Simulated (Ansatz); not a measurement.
Base system: GaSb in the zinc blende structure (space group F-43m, No. 216; a = 6.213 Å).

Structures relaxed with PBE/PAW in Ansatz (an electronic-structure program), no spin-orbit coupling.

Base:

Simulated powder pattern, Cu Kα1, λ = 1.54056 Å (kinematic, ideal powder, no thermal factors, no anomalous dispersion; the 10 strongest lines at most, above 2 %, up to 2θ = 90°):

```
2θ (°)  I/Imax (%)    hkl
------  ----------  -----
24.80          100  (111)
28.71          5.8  (200)
41.05           74  (220)
48.56           48  (311)
59.46           12  (400)
65.42           19  (331)
67.34          2.1  (420)
74.79           24  (422)
80.21           14  (333)
89.06          7.8  (440)
```

It is then changed as follows: every lattice vector is shortened by 2.50 %; the atoms relax in the strained cell.

After the change:

Simulated powder pattern, Cu Kα1, λ = 1.54056 Å (kinematic, ideal powder, no thermal factors, no anomalous dispersion; the 10 strongest lines at most, above 2 %, up to 2θ = 90°):

```tsv
2θ (°)	I/Imax (%)	hkl
25.44	100	(111)
29.46	5.8	(200)
42.16	73	(220)
49.88	47	(311)
61.14	12	(400)
67.32	19	(331)
69.31	2.0	(420)
77.06	24	(422)
82.70	14	(511)
```

The indices refer to the base's conventional cell; one index is shown for lines that coincide.

Whether these cells are dynamically stable was not tested. All final runs are without spin polarisation.
